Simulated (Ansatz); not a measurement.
System: Bi2Te3 (model structure, started from the A-La2O3 type, P-3m1, No. 164, 5 atoms in the cell). Method: G0W0@PBEsol in Ansatz (plane waves, hard PAW, contour deformation).

The cell is the one relaxed with PBEsol. Conventional cell: a = 4.3488 Å, b = 4.3488 Å, c = 10.5889 Å, α = 90.00°, β = 90.00°, γ = 120.00°.

The quasiparticle gap at Γ at a fixed k mesh 3×3×2:

| response cutoff | value (eV) |
|---|---|
| 105 eV, 778 empty bands | 0.782 |
| 140 eV, 1198 empty bands | 0.801 |
| 175 eV, 1675 empty bands | 0.814 |
| 210 eV, 2202 empty bands | 0.821 |

Q: Taking the value to converge with the response cutoff E as E^(−3/2), extrapolate from the last two rows.

A: With y = y∞ + c/w and weights w = 2315 and 3043 for the last two rows, y∞ = (w2 y2 − w1 y1)/(w2 − w1) = (3043 × 0.821 − 2315 × 0.814)/728 = 0.843 eV, which lies 0.022 beyond the last row. Successive pairs of rows give 0.836, 0.847, 0.843. The limit also hangs on the law assumed, so its last digits aren't firm.

The other settings are not extrapolated, so this is the limit in one setting alone.

Spin–orbit coupling is not included; with these elements it can move the gap by several tenths of an eV or more.

Note: filled d or f shells below the valence bands can shift G0W0 gaps through exchange with them, which wasn't tested here.

A model structure was made by putting elements into a prototype or built by hand; it is no filed structure, need not be a known phase, and can be a saddle point held by its symmetry.

Ansatz is a program for electronic structure.
